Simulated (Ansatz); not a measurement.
Take PbF2 in the fluorite structure (space group Fm-3m, No. 225; a = 5.899 Å) as the base.

Modification: the cell is scaled by 0.9950 in all directions; the atoms relax in the strained cell.

Computed with PBEsol, PAW, 420 eV (Ansatz, an electronic-structure program; spin-orbit coupling left out).

Base, band edges from the VBM (valence, conduction): X -0.15, 4.31; W 0.00, 5.99; L -0.04, 4.93; Γ -2.08, 6.69; K -0.04, 5.23; U -0.04, 5.23 eV.

Q: Give the band edges at the high-symmetry points of the new zone, measured from its valence-band maximum.

A: 
```tsv
point	valence edge (eV)	conduction edge (eV)
Γ	-2.18	6.70
X	-0.16	4.30
U	-0.04	5.24
K	-0.04	5.24
L	-0.05	4.93
W	0.00	6.01
```

The gap is 4.30 eV, indirect, W → X.

Spin-orbit coupling, missing from the scalar runs, can matter with Pb. Whether these cells are dynamically stable was not tested.
